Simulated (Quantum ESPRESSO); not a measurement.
# Habitual settings against a tight run: LaCo₅ (P6/mmm, 6 atoms in the cell)

Self-consistent single point.

```xyz
6
Lattice="4.9016 0.0000 0.0000 -2.4508 4.2449 0.0000 0.0000 0.0000 3.8649" Properties=species:S:1:pos:R:3 pbc="T T T"
La     0.0000     0.0000     0.0000
Co     0.0000     2.8300     0.0000
Co     2.4508     1.4150     0.0000
Co     2.4508     0.0000     1.9325
Co     1.2254     2.1225     1.9325
Co    -1.2254     2.1225     1.9325
```
Moments meant for the start (each program seeds them in its own way; μB, in the order of the atoms La Co Co Co Co Co): 0.0 3.0 3.0 3.0 3.0 3.0.

Method of the run: LDA (PZ), GBRV 1.5 ultrasoft (LDA) pseudopotentials (plane waves; Quantum ESPRESSO 7.5).

Base settings: ecutwfc = 50 Ry; ecutrho = 400 Ry; occupations = smearing; smearing = fermi-dirac; degauss = 0.0073499 Ry; nspin = 2; potentials = {La: la_lda_v1.uspp.F.UPF, Co: co_lda_v1.2.uspp.F.UPF}; K_POINTS = automatic 5 5 6 0 0 0; conv_thr = 1e-11 Ry; mixing_beta = 0.2.

Tight run (finer mesh or higher cutoff; not a proven limit): ecutwfc: 50 Ry → 70 Ry; ecutrho: 400 Ry → 560 Ry; conv_thr: 1e-11 Ry → 7.3e-11 Ry; K_POINTS: automatic 5 5 6 0 0 0 → automatic 7 7 9 0 0 0. It gave Fermi level (on the code's own zero) 17.29 eV; pressure -0.97 GPa; size of the cell's spin moment 6.56 μB; site moments (μB, in the program's spheres or projections) La -0.13, Co 1.43, Co 1.43, Co 1.39, Co 1.39, Co 1.39.

Quick runs, as changes from the base:
- A: the base itself
- B: ecutwfc: 50 Ry → 25 Ry; ecutrho: 400 Ry → 200 Ry; pseudopotentials: {La: la_lda_v1.uspp.F.UPF, Co: co_lda_v1.2.uspp.F.UPF} → {La: la_pbesol_v1.uspp.F.UPF, Co: co_pbesol_v1.2.uspp.F.UPF}; K_POINTS: automatic 5 5 6 0 0 0 → automatic 4 4 4 1 1 1 [PBEsol]
- C: ecutwfc: 50 Ry → 30 Ry; ecutrho: 400 Ry → 240 Ry; smearing: fermi-dirac → gaussian; degauss: 0.0073499 Ry → 0.0099958 Ry; K_POINTS: automatic 5 5 6 0 0 0 → automatic 3 3 3 0 0 0
- D: K_POINTS: automatic 5 5 6 0 0 0 → automatic 4 4 4 0 0 0

Energies are extrapolated to zero smearing width, which holds to low order in the width alone (under cold and Methfessel-Paxton smearing the free energy itself is taken).

Dashes: energy of B, another energy zero.

† marks runs with another functional, U, potentials or spin treatment: their distance from the tight run is not a convergence error alone.

The count of work is k-points × plane waves × bands × iterations; it is no time. Core times come from one kind of shared machine and are given to one figure; runs under 30 s give none.

The starting cell comes from a database of computed structures (which also holds hypothetical and non-ambient phases and stackings), without a prior relaxation at this level. Its lattice was rescaled by a random factor within 2.5 % of one. The magnetic order is the one reached from the typed start; others were not searched systematically.

```
run  energy less tight (meV/atom)  pressure less tight (GPa)  size of the net moment less tight (μB/atom)  count of work / tight  core time / tight (rough)
---  ----------------------------  -------------------------  -------------------------------------------  ---------------------  -------------------------
A                             7.5                      -0.29                                        -0.01                   0.32                        0.4
B†                              –                    -252.63                                        -0.01                  0.071                        0.1
C                           494.9                     -53.28                                        -0.05                  0.048                       0.10
D                            14.7                      -0.29                                        -0.02                   0.20                        0.3
```

Among the runs at the tight run's level, the energy misses run from 7.5 to 494.9 meV/atom.

Left out of this page: 2 runs of the series outside the window shown, repeating another row's setting, or not comparable.
